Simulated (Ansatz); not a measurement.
An Ansatz (a first-principles code) run: CoSn with a change (Co → Al); r2SCAN (Ansatz, PAW, no spin-orbit coupling).

Input:

Ansatz 0.2 input:
```yaml
crystal:
  lattice:
    - [5.6887121051, 0, 0]
    - [-2.8443560525, 4.9265691978, 0]
    - [0, 0, 5.1190468194]
  atoms:
    - { symbol: Al, position: [0.5, 0, 0] }
    - { symbol: Al, position: [0.5, 0.5, 0] }
    - { symbol: Al, position: [0, 0.5, 0] }
    - { symbol: Sn, position: [0, 0, 0] }
    - { symbol: Sn, position: [0.3333333333, 0.6666666667, 0.5] }
    - { symbol: Sn, position: [0.6666666667, 0.3333333333, 0.5] }
basis: { ecutwfc: 500, ecutrho_ratio: 4, xc_grid: 4, fft_grid_basis: typed }
kpoints: { mp_grid: { grid: [10, 10, 9] } }
hamiltonian:
  xc: r2scan
  dispersion: none
  pseudopotentials: { kind: paw }
scf: { occupations: { method: fermi_dirac, width: 0.05 }, convergence: { dr2_threshold: 0.0000000006 } }
output: { forces: true, stress: true }
checkpoint: { write: state.ck, write_every: 1000 }
```

Output (explanatory and most iteration lines left out):

```
Pseudopotential: Al, paw, valence charge 3
Pseudopotential: Sn, paw, valence charge 14
Crystal: 6 atoms, lattice volume = 143.466 Å³
Basis set: ecut = 500 eV, 3637 PW (Γ), exchange–correlation on 180×180×160 points (64 copies of the dense FFT grid, shifted against one another)
Bands: 32, of which v1, the nominal top of the filled ones, is band 26 counted from 1 (25 counted from 0)
Symmetry: 24 space group operations
Space group: P6/mmm (ITA 191), of the structure as read, at distance tolerance 5.2e-5 Å
k-points: 70 of 900
Functional: x = r2scan, c = r2scan; τ floored in thin density (d = 2e-4 eV/Å³)
SCF iter   1: F=—  HF=-19735.396091 eV  |F-HF|=—  |Δ(HF+E_count)|=         —  Δρ=5.72e-3  dr2=5.81e-2  dr2_τ=1.22e-2  ethr=1.77e-3  ⟨swp⟩=8.6  Hψ=11127  notcnv=0  defer=3
SCF iter   2: F=—  HF=-19735.425283 eV  |F-HF|=—  |Δ(HF+E_count)|=   2.92e-2  Δρ=3.25e-3  dr2=2.16e-2  dr2_τ=9.89e-5  ethr=1.14e-4  ⟨swp⟩=2.0  Hψ=3955  notcnv=0  defer=31
SCF 1 converged in 10 iterations: F = -19735.421371 eV  dr2 = 4.07e-11
SCF converged after 10 iterations
Free energy (F): -19735.421371 eV
Internal energy: -19735.396700 eV  (E = F + TS)
E sigma→0 (E₀):  -19735.409036 eV
Entropy (-TS):   -0.024671 eV (-4.112 meV/atom)
Fermi energy:    8.664502 eV
--- Forces (eV/Å), atoms counted from 1 ---
  atom   1  Al     0.00000000    -0.00000000     0.00000000
  atom   2  Al    -0.00000000    -0.00000000     0.00000000
  atom   3  Al    -0.00000000     0.00000000     0.00000000
  atom   4  Sn     0.00000000    -0.00000000     0.00000000
  atom   5  Sn    -0.00000000    -0.00000000    -0.00000000
  atom   6  Sn     0.00000000     0.00000000     0.00000000
--- Stress (GPa, compression-positive) ---
        0.000115      -0.000000       0.000000
       -0.000000       0.000115      -0.000000
        0.000000      -0.000000      -0.000099
  P = ⅓ Tr σ = 0.0000 GPa (0.000 kbar)
```

Stability against distortions was not tested. The cell was made from CoSn by this change: Co → Al; the result is a hypothetical phase, not in the database extracts checked.
